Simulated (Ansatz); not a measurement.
Results of PBEsol (plane waves, PAW; Ansatz, a quantum-chemistry and plane-wave program) for MgS (model structure, within 0.1 Å of Fm-3m, No. 225, 8 atoms in the cell).

Settings: plane-wave cutoff 500 eV, 4×12×10 k mesh (along the axes of the cell as run), Fermi–Dirac smearing 0.05 eV, scalar-relativistic PAW data made under PBE.

Cell (relaxed at this level):

MgS is modelled in the cubic space group Fm-3m (No. 225), the rock salt structure, Pearson symbol cF8. Conventional cell: a = b = c = 5.1820 Å, α = β = γ = 90.00°. Mg on 4b is surrounded by 6 S at 2.591 Å (octahedral). S on 4a is surrounded by 6 Mg at 2.591 Å (octahedral). (Neighbours: up to the widest gap in distance over summed covalent radii, below 1.35, at either atom; cation-cation and far metal-metal contacts left out.)

### Question
What does this level give for the band gap?

### Answer

- band gap = 2.73 eV (on the SCF k mesh)

The computed numbers hold no vibrational or temperature effects.

It cost roughly 4 core-minutes of CPU time.

A model structure was made by putting elements into a prototype or built by hand; here it ended with the formula and space group of a phase in our tables.
